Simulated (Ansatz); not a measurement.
Here is the system:

```
HgSe
1.0
    0.00000     2.92101     3.27959
    2.92101     0.00000     3.27959
    2.92101     2.92101     0.00000
Hg Se
1 1
Direct
  0.00000   0.00000   0.00000
  0.75000   0.75000   0.75000
```

The numbers are results of PBEsol, rigid bands (plane waves, PAW, scalar-relativistic; Ansatz, a program for electronic structure), not measurements. Condition of this run: biaxial stress xx = yy = 2 GPa (compression positive) (the target of the relaxation). Geometry: cell and atoms relaxed with PBEsol, then loaded as said.

Is this a good metal at this level?

No. No gap is resolved, and few carriers conduct, as in a semimetal or a zero-gap semiconductor. N(E_F) = 0.032 states/eV a cell at 300 K and the Drude plasma energy along the best axis is 0.35 eV, several times under that of a simple or noble metal.

Spin-orbit coupling is left out; it can open or close a small gap.
